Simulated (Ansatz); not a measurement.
Worked example: self-consistent single point of CuAgO₂ (Pmm2, 4 atoms in the cell) in Ansatz (a program for electronic structure).

Method of the run: LDA (PW92), default PAW files made with PBE (plane waves; Ansatz).

```
CELL_PARAMETERS angstrom
      2.80799     0.00000     0.00000
      0.00000     3.34383     0.00000
      0.00000     0.00000     5.38797
ATOMIC_POSITIONS crystal
  Cu 0.50000 0.50000 0.50928
  Ag 0.00000 0.00000 0.00000
  O  0.00000 0.50000 0.27085
  O  0.00000 0.50000 0.72915
```

Reference input (self-consistent single point, DFT, LDA (PW92), plane waves, default PAW files made with PBE): basis.ecutwfc = 420 eV; kpoints.mp_grid.grid = 12 10 6; hamiltonian.xc = lda; hamiltonian.pseudopotentials = {kind: paw} (the program's default PAW files); scf.occupations.method = fermi_dirac; scf.occupations.width = 0.1 eV. This run's input differs from it in these lines:

Ansatz 0.2 input:
```diff
@@ -14,3 +14,3 @@
 kpoints:
-  mp_grid: { grid: [12, 10, 6] }
+  mp_grid: { grid: [20, 16, 10] }
 hamiltonian:
@@ -19,3 +19,3 @@
 scf:
-  occupations: { method: fermi_dirac, width: 0.1 eV }
+  occupations: { method: fermi_dirac, width: 0.02 eV }
 output:
```

Output (repeated stretches shortened):

```
SCF iter   1: F=—  HF=-15120.791100 eV  |F-HF|=—  |Δ(HF+E_count)|=         —  Δρ=2.08e-2  dr2=1.76e-1  ethr=1.77e-3  ⟨swp⟩=5.5  Hψ=65673  notcnv=0
all-band conjugate gradients solve this SCF's bands
preconditioner: auto → LDOS
SCF iter   2: F=—  HF=-15120.800644 eV  |F-HF|=—  |Δ(HF+E_count)|=   9.54e-3  Δρ=2.56e-2  dr2=1.92e-1  ethr=3.52e-4  ⟨swp⟩=2.1  Hψ=39113  notcnv=0  defer=269
   [... lines left out ...]
SCF iter   6: F=—  HF=-15120.738819 eV  |F-HF|=—  |Δ(HF+E_count)|=   5.97e-5  Δρ=4.46e-4  dr2=6.91e-5  ethr=6.40e-7  ⟨swp⟩=2.0  Hψ=24199  notcnv=0  defer=268
SCF iter   7: F=—  HF=-15120.738823 eV  |F-HF|=—  |Δ(HF+E_count)|=   4.21e-6  Δρ=2.26e-4  dr2=1.96e-5  ethr=1.38e-7  ⟨swp⟩=1.0  Hψ=18075  notcnv=0  defer=266
SCF iter   8: F=—  HF=-15120.738821 eV  |F-HF|=—  |Δ(HF+E_count)|=   2.12e-6  Δρ=6.30e-5  dr2=1.38e-6  ethr=3.93e-8  ⟨swp⟩=1.0  Hψ=17554  notcnv=0  defer=266
SCF iter   9: F=-15120.738821 eV  HF=-15120.738821 eV  |F-HF|=1.31e-9  |Δ(HF+E_count)|=   1.31e-7  Δρ=7.30e-6  dr2=7.64e-9  ethr=2.00e-10  ⟨swp⟩=4.8  Hψ=71033  notcnv=0
SCF 1 converged in 9 iterations: F = -15120.738821 eV  dr2 = 7.64e-9
Free energy (F): -15120.738821 eV
Internal energy: -15120.735791 eV  (E = F + TS)
E sigma→0 (E₀):  -15120.737306 eV
Entropy (-TS):   -0.003029 eV (-0.757 meV/atom)
Fermi energy:    10.624142 eV
--- Forces (eV/Å), atoms counted from 1 ---
  atom   1  Cu     0.00000000    -0.00000000    -1.17156114
  atom   2  Ag     0.00000000     0.00000000     0.15487658
  atom   3  O      0.00000000     0.00000000     0.37712364
  atom   4  O      0.00000000     0.00000000     0.63956656
--- Stress (GPa, compression-positive) ---
       -4.135811       0.000000      -0.000000
        0.000000      -6.224141      -0.000000
       -0.000000      -0.000000      -8.047998
  P = ⅓ Tr σ = -6.1360 GPa (-61.360 kbar)
  The stress holds the Pulay correction. Without it, at fixed plane waves, as pw.x and ABINIT print it: P = -6.8383 GPa
```

The run converged in 9 iterations. Against the reference run the free energy rises by 7.9 meV/atom, the pressure hardly changes (-6.05 to -6.14 GPa) and the largest force moves little (1.170 to 1.172 eV/Å).

The starting cell comes from a database of computed structures (which also holds hypothetical and non-ambient phases and stackings), without a prior relaxation at this level. Its lattice was rescaled by up to half a per cent. One atom was moved a little off its site on purpose. Spin polarisation is off, so a magnetic state, if there is one, cannot be reached. With a pressure of about -6 GPa the cell is away from its equilibrium volume at this level. Forces in this geometry exceed 1 eV/Å. Ansatz's pressure includes its estimate of the finite-basis (Pulay) stress. Without the estimate this run gives -6.84 GPa. The run gives no clean gap (levels at the Fermi energy touch, overlap or are partly filled at this smearing), which alone does not show that the compound is a metal.

Cost on one core of a shared machine: roughly 80 s.
